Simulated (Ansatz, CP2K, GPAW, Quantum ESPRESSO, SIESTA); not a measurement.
One structure in several programs: GeRh (Pnma, 8 atoms in the cell)

Self-consistent single point.

```xyz
8
Lattice="5.6863 0.0000 0.0000 0.0000 3.3018 0.0000 0.0000 0.0000 6.4730" Properties=species:S:1:pos:R:3 pbc="T T T"
Ge     4.5960     2.4764     2.8250
Ge     1.0903     0.8255     3.6480
Ge     3.9335     0.8255     6.0615
Ge     1.7529     2.4764     0.4115
Rh     5.6604     2.4764     5.1565
Rh     0.0259     0.8255     1.3165
Rh     2.8691     0.8255     1.9200
Rh     2.8172     2.4764     4.5530
```

Shared settings, as Ansatz (a quantum-chemistry and plane-wave program) writes them: kpoints.mp_grid.grid = 3 6 3; scf.occupations.method = gaussian; scf.occupations.width = 0.1 eV. Potentials and cutoffs stand in the table.

```tsv
code	model	pressure (GPa)	largest force (eV/Å)	cutoff
GPAW	LDA (Perdew-Wang 92), GPAW PAW datasets LDA (gpaw-data 1.0.1)	-7.64	0.131	550 eV
Ansatz	LDA (PW92), PAW files made with PBE	-8.38	0.143	default
SIESTA	LDA PW92, numerical atomic orbitals DZP, PseudoDojo LDA standard norm-conserving potentials (rewritten from UPF to PSML)	-6.37	0.400	grid 300 Ry
CP2K	LDA (Pade form), GPW, DZVP-MOLOPT-SR-GTH basis, GTH-PADE potentials (GTH_POTENTIALS)	-13.64	0.156	grid 500 Ry
Quantum ESPRESSO	LDA (PZ), PSlibrary ultrasoft (LDA) pseudopotentials	-7.21	0.103	60 Ry
```

Size of the force on each atom (eV/Å): Sizes of forces hide their directions.

```
code                Ge1    Ge2    Ge3    Ge4    Rh5    Rh6    Rh7    Rh8
----------------  -----  -----  -----  -----  -----  -----  -----  -----
GPAW              0.131  0.131  0.131  0.131  0.076  0.076  0.076  0.076
Ansatz            0.143  0.143  0.143  0.143  0.051  0.051  0.051  0.051
SIESTA            0.400  0.400  0.400  0.400  0.156  0.156  0.156  0.156
CP2K              0.149  0.149  0.149  0.149  0.156  0.156  0.156  0.156
Quantum ESPRESSO  0.103  0.103  0.103  0.103  0.043  0.043  0.043  0.043
```

On Ansatz's run: spin polarisation is off.

The spread over the programs that give each value: pressure within 7.27 GPa; largest force within 0.297 eV/Å.

SIESTA and CP2K use small atom-centred bases, whose incompleteness enters pressures, forces and empty levels differently from a plane-wave cutoff. Ansatz's pressure is given at a fixed set of plane waves, as the other plane-wave codes print theirs; with its correction for the finite basis it is -8.30 GPa. The same LDA comes in different parametrisations, which differ slightly. In the pressure, SIESTA (by 1.27) and CP2K (by 6.00) lie more than 1 GPa from the median of the plane-wave programs. In the force vectors, SIESTA (by 0.295) and CP2K (by 0.120) lie more than 0.08 eV/Å from the median of the plane-wave programs.

The shared mesh is coarse (it stands for a supercell whose shortest vector is 17 Å), so the values are not converged in it.

The starting cell comes from a database of computed structures (which also holds hypothetical and non-ambient phases and stackings), without a prior relaxation at this level. Its lattice was rescaled by a random factor within 2.5 % of one.

Left out of this page: Elk and FLEUR (not drawn, or without a comparable value).

Keys are those of Ansatz 0.2.
